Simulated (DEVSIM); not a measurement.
System: illuminated Si p-on-n cell, one wavelength, with a back-surface field, at 300 K.

| layer (left to right) | material | thickness (μm) | Nd (cm⁻³) | Na (cm⁻³) | τn (s) | τp (s) | absorption coefficient (cm⁻¹) |
|---|---|---|---|---|---|---|---|
| 1 | Si | 0.0770 | - | 1.1e19 | 4.2e-8 | 6.2e-8 | 280 |
| 2 | Si | 59.0 | 8.9e15 | - | 1e-6 | 1e-6 | 280 |
| 3 | Si | 0.220 | 3.4e18 | - | 1e-6 | 1e-6 | 280 |

Left contact: ohmic, minority electron recombination velocity 500 cm/s. Right contact: ohmic, minority hole recombination velocity 400 cm/s. Voltage is applied to the left contact. Recombination: SRH at mid-gap, radiative, Auger. Light enters at the left, 2.5e17 photons cm⁻² s⁻¹, one pass, no reflection. Mobility is constant in doping.

Constants are typed, rounded textbook-type inputs, not results; the design itself was drawn at random and stands for no fabricated device. Values at 300 K.

| parameter | Si |
|---|---|
| gap (eV) | 1.124 |
| affinity (eV) | 4.05 |
| permittivity | 11.7 |
| Nc (cm⁻³) | 2.86e19 |
| Nv (cm⁻³) | 3.1e19 |
| μn (cm²/Vs) | 1417 |
| μp (cm²/Vs) | 470 |
| B (cm³/s) | 4.7e-15 |
| Cn (cm⁶/s) | 2.8e-31 |
| Cp (cm⁶/s) | 9.9e-32 |

Simulated with DEVSIM: 1D drift-diffusion, Boltzmann statistics, complete ionisation; no tunnelling, impact ionisation, image-force lowering or self-heating.

Question: Give the current under light (generator sign).

Answer: 
```
V (V)  J (mA/cm²)
-----  ----------
0.00         20.9
0.08         20.9
0.16         20.9
0.24         20.9
0.32         20.9
0.42         20.8
0.44         20.7
0.46         20.5
0.48         20.0
0.50         19.1
0.52         17.0
0.54         12.6
0.56         3.20
0.58        -17.0
```
